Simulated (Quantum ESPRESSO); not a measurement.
Quantum ESPRESSO run on ScAu4 (I4/m, 5 atoms in the cell): self-consistent single point.

Level of theory: LDA (PZ), GBRV 1.5 ultrasoft (LDA) pseudopotentials (plane waves; Quantum ESPRESSO).

```yaml
crystal:
  lattice:
    - [3.30473, -3.30473, 2.03300]
    - [3.30473, 3.30473, 2.03300]
    - [-3.30473, -3.30473, 2.03300]
  atoms:
    - { symbol: Sc, position: [0.00000, 0.00000, 0.00000] }
    - { symbol: Au, position: [0.60047, 0.60235, 0.79718] }
    - { symbol: Au, position: [0.39953, 0.39765, 0.20282] }
    - { symbol: Au, position: [0.19483, 0.20282, 0.60235] }
    - { symbol: Au, position: [0.80517, 0.79718, 0.39765] }
```

Reference input (self-consistent single point, DFT, PBEsol, plane waves, GBRV 1.5 ultrasoft (PBESOL) pseudopotentials): ecutwfc = 50 Ry; ecutrho = 400 Ry; occupations = smearing; smearing = fermi-dirac; degauss = 0.0073499 Ry; potentials = {Sc: sc_pbesol_v1.uspp.F.UPF, Au: au_pbesol_v1.uspp.F.UPF}; K_POINTS = automatic 6 6 6 0 0 0; conv_thr = 1e-10 Ry; mixing_beta = 0.4. This run's input differs from it in these lines:

```diff
@@ -25,4 +25,4 @@
 ATOMIC_SPECIES
-Sc    44.9559  sc_pbesol_v1.uspp.F.UPF
-Au   196.9666  au_pbesol_v1.uspp.F.UPF
+Sc    44.9559  sc_lda_v1.uspp.F.UPF
+Au   196.9666  au_lda_v1.uspp.F.UPF
 ATOMIC_POSITIONS {alat}
```

Output (repeated stretches shortened):

```
     Self-consistent Calculation

     iteration #  1     ecut=    50.00 Ry     beta= 0.40

     total energy              =    -553.83277266 Ry
     estimated scf accuracy    <       0.98711313 Ry

     iteration #  2     ecut=    50.00 Ry     beta= 0.40

     total energy              =    -554.13906825 Ry
     estimated scf accuracy    <       0.49274672 Ry

     iteration #  3     ecut=    50.00 Ry     beta= 0.40

     total energy              =    -554.18094466 Ry
     estimated scf accuracy    <       0.02482443 Ry

   [... 11 blocks of this kind left out ...]

     iteration # 15     ecut=    50.00 Ry     beta= 0.40

     total energy              =    -554.19146176 Ry
     estimated scf accuracy    <          1.9E-09 Ry

     iteration # 16     ecut=    50.00 Ry     beta= 0.40
     End of self-consistent calculation

     the Fermi energy is    14.3970 ev

!    total energy              =    -554.19146176 Ry
     estimated scf accuracy    <          2.9E-11 Ry
     smearing contrib. (-TS)   =      -0.00438227 Ry
     internal energy E=F+TS    =    -554.18707949 Ry

     convergence has been achieved in  16 iterations

     Forces acting on atoms (cartesian axes, Ry/au):

     atom    1 type  1   force =     0.00000000   -0.00000000    0.00000000
     atom    2 type  2   force =     0.00020772   -0.00033094    0.00000000
     atom    3 type  2   force =    -0.00020772    0.00033094    0.00000000
     atom    4 type  2   force =     0.00033094    0.00020772    0.00000000
     atom    5 type  2   force =    -0.00033094   -0.00020772   -0.00000000

     Total force =     0.000781     Total SCF correction =     0.000023

          total   stress  (Ry/bohr**3)                   (kbar)     P=      -89.17
  -0.00060654   0.00000000  -0.00000000          -89.23        0.00       -0.00
  -0.00000000  -0.00060654   0.00000000           -0.00      -89.23        0.00
  -0.00000000   0.00000000  -0.00060550           -0.00        0.00      -89.07

   JOB DONE.
```

The run converged in 16 iterations. Against the reference run the pressure goes from -4.72 to -8.92 GPa and the largest force goes from 0.023 to 0.010 eV/Å.

The starting cell comes from a database of computed structures (which also holds hypothetical and non-ambient phases and stackings), without a prior relaxation at this level. With a pressure of about -9 GPa the cell is away from its equilibrium volume at this level.

Cost on one core of a shared machine: roughly 4 min.
